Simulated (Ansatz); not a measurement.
Consider the following.

```xyz
1
Lattice="0.0000 1.7605 1.7605 1.7605 0.0000 1.7605 1.7605 1.7605 0.0000" Properties=species:S:1:pos:R:3 pbc="T T T"
Cu     0.0000     0.0000     0.0000
```

No spin polarisation.

All numbers come from DFT with PBE, PAW potentials and a 420 eV plane-wave cutoff in Ansatz (a quantum-chemistry and plane-wave program), spin-orbit coupling left out. k-mesh 31×31×31 (Γ-centred); smearing 0.1 eV (Fermi–Dirac).

### Question
Predict the band gap, pressure and space group.

### Answer
- Band gap: zero
- Pressure: 16.2 GPa
- Space group: Fm-3m (No. 225)

The cells carry an imposed strain or load. Stability against distortions was not tested. All final runs are without spin polarisation. The cell was made from Cu in the fcc (Cu type) structure (space group Fm-3m, No. 225) by this change: isotropic strain −3.00 %.
